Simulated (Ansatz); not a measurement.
Co3PdC (model structure, started from the Mn3GaN type, Pm-3m, No. 221, 5 atoms in the cell) was calculated with PBEsol (PAW; Ansatz, a first-principles code).

Settings: plane-wave cutoff 520 eV, 14×14×14 k mesh, Fermi–Dirac smearing 0.05 eV, spin-polarised with parallel moments, scalar-relativistic PAW data made under PBE.

Cell (relaxed at this level):

```
Co3PdC
1.0
    3.73807     0.00000     0.00000
    0.00000     3.73807     0.00000
    0.00000     0.00000     3.73807
Co Pd C
3 1 1
Cartesian
  1.86903   1.86903   0.00000
  0.00000   1.86903   1.86903
  1.86903   0.00000   1.86903
  0.00000   0.00000   0.00000
  1.86903   1.86903   1.86903
```
Starting moments (μB, in the order of the record's atoms Co Co Co Pd C): 3.0 3.0 3.0 0.0 0.0.

**Question.** What does this level give for the bulk modulus?

**Answer.** 
bulk modulus: 236 GPa

The run finds no gap.

Note: the magnetic order was assumed, not searched for or taken from measurement; the bulk modulus is −V dP/dV from two relaxed cells at ±2 % in volume; the moments ended far under their starting size, a low-moment state that need not be the lowest; the relaxation could raise the start's symmetry but not lower it, so the cell can be a saddle point.

The computed numbers hold no vibrational or temperature effects.

A model structure was made by putting elements into a prototype or built by hand; it is no filed structure, need not be a known phase, and can be a saddle point held by its symmetry.
